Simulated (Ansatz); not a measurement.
Volume per atom of BAs (model structure, started from the h-BN type, P6₃/mmc, No. 194, 4 atoms in the cell) at several levels of theory

No measured value is used here.

| level (code) | value (Å³/atom) |
|---|---|
| PBE (Ansatz) | 25.48 |
| PBEsol (Ansatz) | 21.35 |
| PBE-D3(BJ) (Ansatz) | 19.25 |

Ansatz's density-functional and Hartree–Fock values are scalar-relativistic unless marked +SOC, with PAW data made under PBE.

A model structure was made by putting elements into a prototype or built by hand; it is no filed structure, need not be a known phase, and can be a saddle point held by its symmetry.

Ansatz is a first-principles code.
